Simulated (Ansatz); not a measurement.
The starting structures come from a database of crystals and need not be the phases stable at ambient conditions.

By PBEsol, the system below comes out a metal.

A figure of merit of an interconnect metal is its ballistic conductance per area.

Data:

```
CELL_PARAMETERS angstrom
      4.75195     0.00000     0.00000
      0.68812     8.46542     0.00000
      1.52096    -0.50990     4.47300
ATOMIC_POSITIONS crystal
  Ge 0.77289 0.70725 0.22711
  Ge 0.22711 0.29275 0.77289
  Pd 0.18735 0.50000 0.18735
  Pd 0.81265 0.50000 0.81265
  Pd 0.79234 0.82654 0.72498
  Pd 0.20766 0.17346 0.27502
  Pd 0.72498 0.17346 0.79234
  Pd 0.27502 0.82654 0.20766
  Pd 0.34447 0.64705 0.65553
  Pd 0.65553 0.35295 0.34447
  Pd 0.25528 0.99400 0.74472
  Pd 0.74472 0.00600 0.25528
```

Space group of this cell: C2/m. The cell is taken as given; by PBEsol its mean pressure is -4.7 GPa.

The current flows along the normal of the first two printed cell vectors. No spin-orbit coupling; the value is a mean over 0.1 eV about the Fermi level.

**Question.** Predict the ballistic conductance per area from PBEsol run with Ansatz (an electronic-structure program).

**Answer.** 0.46 × 10¹⁵ S/m² for both spins.
